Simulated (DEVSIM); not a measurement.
Structure: Si p+/n-/n+ power diode, at 400 K.

Layer 1 from the left is Si, thickness (μm) 2.20, Na (cm⁻³) 5.3e18, τn (s) 3.6e-6, τp (s) 3.6e-6. Layer 2 from the left is Si, thickness (μm) 9.40, Nd (cm⁻³) 1.3e16, τn (s) 3.6e-6, τp (s) 1.1e-7. Layer 3 from the left is Si, thickness (μm) 1.40, Nd (cm⁻³) 1e18, τn (s) 3.6e-6, τp (s) 3.6e-6.

Left contact: ohmic. Right contact: ohmic. Voltage is applied to the left contact. Recombination: SRH at mid-gap, radiative, Auger. Mobility is μmin + (μ − μmin)/(1 + (N/Nref)^α).

Constants are typed, rounded textbook-type inputs, not results; the design itself was drawn at random and stands for no fabricated device. Values at 300 K; Nc and Nv go as T^1.5, mobilities as T to minus their exponent, the gap by Varshni's rule with the affinity fixed.

Si: gap (eV) 1.124, affinity (eV) 4.05, permittivity 11.7, Nc (cm⁻³) 2.86e19, Nv (cm⁻³) 3.1e19, μn (cm²/Vs) 1417, μp (cm²/Vs) 470, μn,min 52, μp,min 45, Nref,n 9.7e16, Nref,p 2.2e17, αn 0.68, αp 0.72, T exponent of μn 2.3, T exponent of μp 2.2, B (cm³/s) 4.7e-15, Cn (cm⁶/s) 2.8e-31, Cp (cm⁶/s) 9.9e-32, Varshni α (eV/K) 0.000473, Varshni β (K) 636.

Simulated with DEVSIM: 1D drift-diffusion, Boltzmann statistics, complete ionisation; no tunnelling, impact ionisation, image-force lowering or self-heating.

Task: What does the simulation give for the dark forward voltage at 1 A/cm², the dark forward voltage at 100 A/cm², the potential step across the device at zero bias?

Result: dark forward voltage at 1 A/cm² 0.509 V; dark forward voltage at 100 A/cm² 0.714 V; potential step across the device at zero bias 0.890 V.
